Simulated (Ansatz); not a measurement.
The starting structures come from a database of crystals and need not be the phases stable at ambient conditions.

 Where the default PAW files enter, the runs use the earlier of Ansatz's two default sets.

**Evanescent states of AlH₃ (Fd-3m, not sure to be the ambient phase, 16 atoms a cell, 11.3 Å³ an atom) along the normal of (110)**

Level of theory: r2SCAN (plane waves, PAW; Ansatz, an electronic-structure program).

No gap correction and no spin-orbit coupling; mid-gap values are interpolated between computed energies.

Energies count from the valence-band top; κ is the least over a 6×4 mesh across the current.

```tsv
E (eV)	κ (1/Å)	where
0.10	0.119	Γ
0.28	0.205	Γ
0.47	0.263	Γ
0.67	0.310	Γ
0.85	0.348	off Γ
1.04	0.354	off Γ
1.24	0.358	off Γ
1.43	0.358	off Γ
1.61	0.356	off Γ
1.80	0.352	off Γ
2.00	0.347	off Γ
2.19	0.340	off Γ
2.38	0.331	off Γ
2.56	0.321	off Γ
2.75	0.308	off Γ
2.94	0.287	off Γ
3.13	0.261	off Γ
3.33	0.229	off Γ
3.52	0.189	off Γ
3.71	0.130	off Γ
```

Question: How thick must the barrier be to attenuate the transmission by 10^8 when the electrodes' Fermi level lies at 2.56 eV, and what attenuation does that film give at 1.24 eV?

Answer: d = 8 ln 10 / (2 × 0.321) = 28.7 Å. At 1.24 eV it gives 8 × 0.358/0.321 = 8.9 decades.
